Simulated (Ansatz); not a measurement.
# A computed series for Mo: response to strain

The reference is Mo in the bcc (W type) structure (space group Im-3m, No. 229; a = 3.161 Å; relaxed with 0.1 eV smearing).

Strains are applied to the cell and any free atomic positions relax.

Method: DFT with PBE, PAW potentials and a 420 eV plane-wave cutoff in Ansatz (a program for electronic structure), spin-orbit coupling left out.

Candidates:
(a) isotropic strain −1.50 %
(b) isotropic strain +1.00 %
(c) isotropic strain −3.00 %
(d) isotropic strain −2.50 %
(e) isotropic strain +1.50 %

Notes on the quantities. energy relative to the base: free energy F.

### Question
Order them by energy relative to the base, lowest first.

### Answer
(b) isotropic strain +1.00 % (+11 meV/atom), (e) isotropic strain +1.50 % (+25 meV/atom), (a) isotropic strain −1.50 % (+27 meV/atom), (d) isotropic strain −2.50 % (+78 meV/atom), (c) isotropic strain −3.00 % (+114 meV/atom)

Stability against distortions was not tested. The final runs are not spin-polarised.
